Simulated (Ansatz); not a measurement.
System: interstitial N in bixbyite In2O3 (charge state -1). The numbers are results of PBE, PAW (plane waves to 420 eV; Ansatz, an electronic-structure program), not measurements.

80-site cell at the relaxed PBE lattice, one k-point at (0.250, 0.250, 0.250), smearing 0.01 eV, spin-restricted, no finite-size correction. No zero-point or tunnelling terms. The charge state is imposed; whether it is stable for some Fermi level was not computed. Sites that were not tried may lie lower.

Barriers: single points on a 2×2×2 k-point mesh shifted by half a step at the bands' geometries.

Relaxed starting cell (atoms counted from 1):

```
CELL_PARAMETERS angstrom
     10.28967     0.00000     0.00000
      0.00000    10.28967     0.00000
      0.00000     0.00000    10.28967
ATOMIC_POSITIONS crystal
  In 0.74794 0.25196 0.25012
  In 0.24760 0.24891 0.25161
  In 0.25374 0.74661 0.24119
  In 0.24859 0.24763 0.74882
  In 0.99787 0.24978 0.46671
  In 0.03135 0.50058 0.25092
  In 0.46175 0.50062 0.75044
  In 0.24876 0.03131 0.49992
  In 0.74598 0.46634 0.49956
  In 0.00064 0.74841 0.03296
  In 0.03252 0.99906 0.75086
  In 0.24206 0.45506 0.00161
  In 0.46573 0.00366 0.25415
  In 0.75172 0.03707 0.00123
  In 0.49688 0.24852 0.03492
  In 0.49935 0.75145 0.46363
  O  0.38104 0.62434 0.99339
  O  0.10508 0.34119 0.11850
  O  0.88856 0.15576 0.11803
  O  0.61069 0.15410 0.88343
  O  0.38643 0.33312 0.88362
  O  0.11598 0.10923 0.34611
  O  0.88003 0.38994 0.34577
  O  0.34217 0.37991 0.60676
  O  0.10812 0.15189 0.61622
  O  0.37972 0.38377 0.15870
  O  0.60774 0.34651 0.38159
  O  0.88535 0.34482 0.61639
  O  0.38770 0.15453 0.38422
  O  0.61712 0.11174 0.15542
  O  0.38225 0.61059 0.33888
  O  0.61907 0.89192 0.34708
  O  0.15122 0.38204 0.38974
  O  0.15365 0.88128 0.61151
  O  0.11916 0.88878 0.15363
  O  0.88126 0.60984 0.15430
  O  0.34222 0.11885 0.11220
  O  0.34391 0.88180 0.38948
  O  0.15338 0.11528 0.88952
  O  0.14613 0.61326 0.11222
  In 0.24865 0.75080 0.74885
  In 0.75013 0.74832 0.74666
  In 0.74668 0.25191 0.75061
  In 0.75383 0.74999 0.25368
  In 0.51778 0.76786 0.97522
  In 0.53360 0.00161 0.74897
  In 0.96706 0.99954 0.24897
  In 0.74850 0.53613 0.99827
  In 0.25150 0.96683 0.00009
  In 0.49727 0.25170 0.53362
  In 0.53122 0.50262 0.24339
  In 0.74986 0.96754 0.50075
  In 0.96560 0.49901 0.74816
  In 0.24995 0.53483 0.49704
  In 0.00095 0.74822 0.53226
  In 0.99697 0.24806 0.96379
  O  0.84455 0.11777 0.38865
  O  0.60998 0.84728 0.61768
  O  0.38836 0.65608 0.60779
  O  0.11166 0.65599 0.37983
  O  0.89144 0.84670 0.38300
  O  0.61863 0.61478 0.84421
  O  0.38636 0.89106 0.84843
  O  0.84677 0.88372 0.11067
  O  0.62019 0.66005 0.12193
  O  0.88245 0.88922 0.65291
  O  0.10802 0.84852 0.88334
  O  0.39578 0.85739 0.12287
  O  0.89105 0.65423 0.88028
  O  0.11342 0.60742 0.64817
  O  0.88077 0.11093 0.84383
  O  0.10856 0.37891 0.84016
  O  0.66331 0.88765 0.88654
  O  0.65210 0.38423 0.10905
  O  0.61359 0.39141 0.65545
  O  0.38108 0.10823 0.65305
  O  0.84373 0.61701 0.60770
  O  0.84127 0.38322 0.88928
  O  0.65283 0.61794 0.38993
  O  0.65319 0.11989 0.60955
  N  0.31500 0.59538 0.86752
```
Cell charge -1.

End state 1 differs by these moves (Å; atoms that move under 0.08 Å are left out):

```json
[
 {"atom": "3", "element": "In", "Δx": "-0.08", "Δy": "0.07", "Δz": "0.07"},
 {"atom": "4", "element": "In", "Δx": "-0.04", "Δy": "0.12", "Δz": "-0.04"},
 {"atom": "12", "element": "In", "Δx": "0.05", "Δy": "0.13", "Δz": "-0.04"},
 {"atom": "17", "element": "O", "Δx": "-0.36", "Δy": "-0.07", "Δz": "-1.06"},
 {"atom": "21", "element": "O", "Δx": "0.00", "Δy": "0.14", "Δz": "-0.04"},
 {"atom": "24", "element": "O", "Δx": "0.13", "Δy": "-0.02", "Δz": "-0.04"},
 {"atom": "25", "element": "O", "Δx": "0.01", "Δy": "0.10", "Δz": "0.00"},
 {"atom": "26", "element": "O", "Δx": "0.02", "Δy": "0.06", "Δz": "-0.07"},
 {"atom": "33", "element": "O", "Δx": "0.07", "Δy": "-0.04", "Δz": "-0.12"},
 {"atom": "34", "element": "O", "Δx": "0.01", "Δy": "0.12", "Δz": "-0.01"},
 {"atom": "40", "element": "O", "Δx": "0.06", "Δy": "0.07", "Δz": "-0.05"},
 {"atom": "45", "element": "In", "Δx": "-0.21", "Δy": "-0.19", "Δz": "-0.09"},
 {"atom": "53", "element": "In", "Δx": "-0.13", "Δy": "-0.01", "Δz": "0.09"},
 {"atom": "54", "element": "In", "Δx": "0.17", "Δy": "-0.10", "Δz": "-0.17"},
 {"atom": "63", "element": "O", "Δx": "-0.07", "Δy": "-0.02", "Δz": "-0.04"},
 {"atom": "65", "element": "O", "Δx": "-0.12", "Δy": "-0.04", "Δz": "-0.04"},
 {"atom": "68", "element": "O", "Δx": "-0.09", "Δy": "-0.10", "Δz": "-0.07"},
 {"atom": "69", "element": "O", "Δx": "-0.14", "Δy": "0.06", "Δz": "0.10"},
 {"atom": "70", "element": "O", "Δx": "0.10", "Δy": "-1.03", "Δz": "-0.32"},
 {"atom": "72", "element": "O", "Δx": "0.03", "Δy": "0.09", "Δz": "0.13"},
 {"atom": "73", "element": "O", "Δx": "-0.14", "Δy": "-0.04", "Δz": "0.04"},
 {"atom": "77", "element": "O", "Δx": "-0.12", "Δy": "0.00", "Δz": "0.04"},
 {"atom": "81", "element": "N", "Δx": "-2.28", "Δy": "0.38", "Δz": "-1.89"}
]
```

Problem. What is the computed forward and backward barriers to end state 1 (PBE, PAW)?

Solution. forward 1.51 eV, backward 1.51 eV; at the saddle point atom 81 has neighbours In at 2.05, In at 2.29, In at 2.38; O at 1.90, O at 2.24 Å. The saddle point's order was not checked.
